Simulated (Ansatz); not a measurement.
## GaAs in the zinc blende structure (space group F-43m, No. 216)

GaAs is modelled in the cubic space group F-43m (No. 216), the zinc blende structure, Pearson symbol cF8. Lattice parameters: a = b = c = 5.6028 Å, α = β = γ = 90.00°. Ga on 4a sees 4 As at 2.426 Å (tetrahedral). As on 4d sees 4 Ga at 2.426 Å (tetrahedral). (Neighbours: up to the widest gap in distance over summed covalent radii, below 1.35, at either atom; cation-cation and far metal-metal contacts left out.)
(The calculation used a cell of 2 atoms; values per cell refer to that cell.)

Computed with LDA in Ansatz (plane waves to 420 eV, PAW, no spin-orbit coupling). Settings: 10×10×10 k-points, 0.05 eV Fermi–Dirac smearing.

Volume per atom: 21.98 Å³
Density: 5.46 g/cm³
Band gap: 0.49 eV, direct at Γ
Electron mass: 0.029 mₑ
Hole mass (degenerate bands, along [100]): 0.028, 0.33, 0.33 mₑ
Lowest conduction-band minima above the VBM: Γ 0.49 eV; L along ⟨111⟩ 0.92 eV; a point along ⟨100⟩, about 1.0 Å⁻¹ from Γ 1.26 eV
Total energy: -4240.648 eV/atom (σ→0; compares only within this code and set-up)

Effective masses come from finite differences of ±0.01 Å⁻¹. No phonon test of stability was made.

Ansatz is a quantum-chemistry and plane-wave program.
